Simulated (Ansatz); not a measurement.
A series of runs on Sb2Rh (P2_1/c, 12 atoms in the cell)

```xyz
12
Lattice="6.6156 0.0000 0.0000 0.0000 6.5596 0.0000 -3.0167 0.0000 5.9665" Properties=species:S:1:pos:R:3 pbc="T T T"
Sb    -0.0667     4.1522     2.2255
Sb     5.1740     0.8724     0.7578
Sb     3.6657     2.4074     3.7410
Sb    -1.5751     5.6872     5.2088
Sb     1.7936     2.3615     1.0322
Sb     3.3137     5.6413     1.9511
Sb     1.8054     4.1981     4.9343
Sb     0.2852     0.9183     4.0155
Rh     0.9637     0.0000     1.7184
Rh     4.1435     3.2798     1.2649
Rh     2.6352     0.0000     4.2482
Rh    -0.5446     3.2798     4.7016
```

Base run A: PBEsol, default PAW files made with PBE run with Ansatz (a first-principles code), self-consistent single point.

Its settings: basis.ecutwfc = 420 eV; kpoints.mp_grid.grid = 3 3 3; hamiltonian.xc = pbesol; hamiltonian.pseudopotentials = {kind: paw} (the program's default PAW files); scf.occupations.method = cold; scf.occupations.width = 0.1 eV.

The starting cell comes from a database of published, mostly measured structures (it also holds non-ambient and calculated ones), without a prior relaxation at this level. Spin-orbit coupling is off. Ansatz's pressure includes its estimate of the finite-basis (Pulay) stress.

ΔF is the free energy per atom less that of run A. 

Runs:
- B: scf.mixing.preconditioner: default (the program chose Resta) → none; width narrowed by the program to 0.0570 eV
- C: scf.mixing.preconditioner: default (the program chose Resta) → kerker; width narrowed by the program to 0.0570 eV
- D: scf.mixing.preconditioner: default (the program chose Resta) → kerker_dos; width narrowed by the program to 0.0570 eV
- E: scf.mixing.preconditioner: default (the program chose Resta) → resta; scf.mixing.eps_inf: default → 3; width narrowed by the program to 0.0570 eV
- F: scf.mixing.preconditioner: default (the program chose Resta) → ldos; width narrowed by the program to 0.0570 eV
- G: scf.mixing.preconditioner: default (the program chose Resta) → local_kerker; width narrowed by the program to 0.0570 eV
- H: scf.mixing.preconditioner: default (the program chose Resta) → kerker; scf.mixing.q_tf: default → 0.2; width narrowed by the program to 0.0570 eV
- I: scf.mixing.preconditioner: default (the program chose Resta) → kerker; scf.mixing.q_tf: default → 0.5; width narrowed by the program to 0.0570 eV
- J: scf.mixing.preconditioner: default (the program chose Resta) → kerker; scf.mixing.q_tf: default → 1.5; width narrowed by the program to 0.0570 eV

```json
[
 {"run": "A", "ΔF (meV/atom)": "0.00", "pressure (GPa)": "1.15", "largest force (eV/Å)": "0.731", "gap on the mesh (eV)": "0.439", "iterations": "9"},
 {"run": "B", "ΔF (meV/atom)": "0.00", "pressure (GPa)": "1.15", "largest force (eV/Å)": "0.731", "gap on the mesh (eV)": "0.439", "iterations": "12"},
 {"run": "C", "ΔF (meV/atom)": "0.00", "pressure (GPa)": "1.15", "largest force (eV/Å)": "0.731", "gap on the mesh (eV)": "0.439", "iterations": "11"},
 {"run": "D", "ΔF (meV/atom)": "0.00", "pressure (GPa)": "1.15", "largest force (eV/Å)": "0.731", "gap on the mesh (eV)": "0.439", "iterations": "12"},
 {"run": "E", "ΔF (meV/atom)": "0.00", "pressure (GPa)": "1.15", "largest force (eV/Å)": "0.731", "gap on the mesh (eV)": "0.439", "iterations": "11"},
 {"run": "F", "ΔF (meV/atom)": "0.00", "pressure (GPa)": "1.15", "largest force (eV/Å)": "0.731", "gap on the mesh (eV)": "0.439", "iterations": "11"},
 {"run": "G", "ΔF (meV/atom)": "0.00", "pressure (GPa)": "1.15", "largest force (eV/Å)": "0.731", "gap on the mesh (eV)": "0.439", "iterations": "10"},
 {"run": "H", "ΔF (meV/atom)": "0.00", "pressure (GPa)": "1.15", "largest force (eV/Å)": "0.731", "gap on the mesh (eV)": "0.439", "iterations": "12"},
 {"run": "I", "ΔF (meV/atom)": "0.00", "pressure (GPa)": "1.15", "largest force (eV/Å)": "0.731", "gap on the mesh (eV)": "0.439", "iterations": "12"},
 {"run": "J", "ΔF (meV/atom)": "0.00", "pressure (GPa)": "1.15", "largest force (eV/Å)": "0.731", "gap on the mesh (eV)": "0.439", "iterations": "10"}
]
```

Runs B, C, D, E, F, G, H, I, J ended on the same solution as A (within 1 meV/atom). The fewest iterations to that state were 9 (A); the most were 12.

Keys are those of Ansatz 0.2.
